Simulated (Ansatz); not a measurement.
**How the lattice parameter a of SnCl (P6₃mc, No. 186; start mp-978928) moves with the method**

No measured value is used here.

**Question.** Put these levels in order of the lattice parameter a that they give for SnCl (P6₃mc, No. 186; start mp-978928), smallest first: PBE (Ansatz, a first-principles code), PBEsol (Ansatz), r²SCAN (Ansatz), r²SCAN+rVV10 (Ansatz).

**Answer.** PBEsol (3.393 Å), r²SCAN+rVV10 (3.409 Å), r²SCAN (3.448 Å), PBE (3.503 Å)

r²SCAN, PBE, PBEsol, r²SCAN+rVV10: the relaxation could not lower the start's symmetry, so the cell can be a saddle point above a distorted one. Cutoffs differ between the levels. Ansatz's density-functional and Hartree–Fock values are scalar-relativistic unless marked +SOC, with PAW data made under PBE.

A start named mp-… is a Materials Project structure, which can be a computed phase never made.
